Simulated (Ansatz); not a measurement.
Worked example: self-consistent single point of a (100) slab of LaBi (cut from a parent of space group no. 225; 8 atoms in the cell) in Ansatz (an electronic-structure program).

Method: PBEsol, default PAW files made with PBE (plane waves; Ansatz).

```
CELL_PARAMETERS angstrom
      4.73515     0.00000     0.00000
     -4.73515     4.73515     0.00000
      0.00000     0.00000    24.04480
ATOMIC_POSITIONS crystal
  Bi 0.00000 0.00000 0.43038
  Bi 0.00000 0.50000 0.29112
  Bi 0.00000 0.00000 0.70888
  Bi 0.00000 0.50000 0.56963
  La 0.00000 0.00000 0.29112
  La 0.00000 0.50000 0.43038
  La 0.00000 0.00000 0.56963
  La 0.00000 0.50000 0.70888
```

Reference input (self-consistent single point, DFT, PBEsol, plane waves, default PAW files made with PBE): basis.ecutwfc = 420 eV; kpoints.mp_grid.grid = 5 5 1; hamiltonian.xc = pbesol; hamiltonian.pseudopotentials = {kind: paw} (the program's default PAW files); scf.occupations.method = gaussian; scf.occupations.width = 0.1 eV. This run's input differs from it in these lines:

Ansatz 0.2 input:
```diff
@@ -17,3 +17,3 @@
 kpoints:
-  mp_grid: { grid: [5, 5, 1] }
+  mp_grid: { grid: [25, 25, 1] }
 hamiltonian:
```

The program printed (abridged):

```
SCF iter   1: F=—  HF=-73619.814536 eV  |F-HF|=—  |Δ(HF+E_count)|=         —  Δρ=1.42e-3  dr2=1.45e-2  ethr=1.77e-3  ⟨swp⟩=6.6  Hψ=25307  notcnv=0
all-band conjugate gradients solve this SCF's bands
preconditioner: auto → LDOS
SCF iter   2: F=—  HF=-73619.823219 eV  |F-HF|=—  |Δ(HF+E_count)|=   8.68e-3  Δρ=1.04e-3  dr2=2.17e-2  ethr=1.39e-5  ⟨swp⟩=3.5  Hψ=13191  notcnv=0  defer=429
   [... lines left out ...]
SCF iter   5: F=—  HF=-73619.819131 eV  |F-HF|=—  |Δ(HF+E_count)|=   1.51e-3  Δρ=1.43e-4  dr2=3.61e-4  ethr=7.26e-6  ⟨swp⟩=2.0  Hψ=8623  notcnv=0  defer=428
SCF iter   6: F=—  HF=-73619.819036 eV  |F-HF|=—  |Δ(HF+E_count)|=   9.53e-5  Δρ=3.42e-5  dr2=9.82e-6  ethr=3.48e-7  ⟨swp⟩=2.3  Hψ=9831  notcnv=0  defer=426
SCF iter   7: F=—  HF=-73619.819366 eV  |F-HF|=—  |Δ(HF+E_count)|=   3.30e-4  Δρ=1.02e-5  dr2=1.47e-6  ethr=9.45e-9  ⟨swp⟩=2.9  Hψ=10464  notcnv=0  defer=414
SCF iter   8: F=-73619.819366 eV  HF=-73619.819366 eV  |F-HF|=1.67e-8  |Δ(HF+E_count)|=   4.01e-8  Δρ=3.60e-6  dr2=8.47e-8  ethr=9.62e-11  ⟨swp⟩=20.7  Hψ=41745  notcnv=0
SCF 1 converged in 8 iterations: F = -73619.819366 eV  dr2 = 8.47e-8
Free energy (F): -73619.819366 eV
Internal energy: -73619.816946 eV  (E = F + TS)
E sigma→0 (E₀):  -73619.818156 eV
Entropy (-TS):   -0.002421 eV (-0.303 meV/atom)
Fermi energy:    3.784453 eV
--- Forces (eV/Å), atoms counted from 1 ---
  atom   1  Bi     0.00000000     0.00000000    -0.14034439
  atom   2  Bi     0.00000000     0.00000000    -0.09076823
  atom   3  Bi     0.00000000     0.00000000     0.09076823
  atom   4  Bi     0.00000000     0.00000000     0.14034439
  atom   5  La     0.00000000     0.00000000     0.66161280
  atom   6  La     0.00000000     0.00000000     0.00644197
  atom   7  La     0.00000000     0.00000000    -0.00644197
  atom   8  La     0.00000000     0.00000000    -0.66161280
--- Stress (GPa, compression-positive) ---
       -2.306470       0.000000       0.000000
        0.000000      -2.306470       0.000000
        0.000000       0.000000      -1.570805
  P = ⅓ Tr σ = -2.0612 GPa (-20.612 kbar)
  The stress holds the Pulay correction. Without it, at fixed plane waves, as pw.x and ABINIT print it: P = -2.0676 GPa
```

The run converged in 8 iterations. Against the reference run the free energy goes down by 2.9 meV/atom and the largest force hardly changes (0.652 to 0.662 eV/Å).

The starting cell comes from a database of computed structures (which also holds hypothetical and non-ambient phases and stackings), without a prior relaxation at this level. The slab is cut from that crystal, and its faces are unrelaxed. Its lattice was rescaled by up to half a per cent. Spin-orbit coupling is off.

Cost on one core of a shared machine: roughly 4 min.
